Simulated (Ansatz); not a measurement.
## Pressure series in AlCo

Take AlCo in the CsCl type structure (space group Pm-3m, No. 221; a = 2.852 Å; non-magnetic) as the base.

Cell and atoms are relaxed at each pressure.

Method: Ansatz (a quantum-chemistry and plane-wave program) PBE, no spin-orbit coupling.

Notes on the quantities. enthalpy: H = E + PV relative to the base's energy.

```tsv
variant	lattice parameter a	enthalpy
base	2.852 Å	–
pressure −2 GPa	2.863 Å	-0.15 eV/atom
pressure −1 GPa	2.857 Å	-0.07 eV/atom
pressure 0.9 GPa	2.847 Å	+0.06 eV/atom
pressure 2.1 GPa	2.841 Å	+0.15 eV/atom
pressure 4.5 GPa	2.829 Å	+0.32 eV/atom
pressure 9 GPa	2.809 Å	+0.64 eV/atom
pressure 15 GPa	2.785 Å	+1.05 eV/atom
pressure 22.5 GPa	2.757 Å	+1.54 eV/atom
pressure 30 GPa	…	+2.03 eV/atom
```

Task: Complete the table.

Result: 
- pressure 30 GPa, lattice parameter a: 2.733 Å

For one case the stability test of the SCF state gave doubtful readings. Load acts through the strain it causes; cell and atoms are relaxed under it. No phonon test of stability was made. Competing high-pressure phases were not computed. Starting moments died away, wholly or in part, for the base; another magnetic solution may exist. The final runs are not spin-polarised.
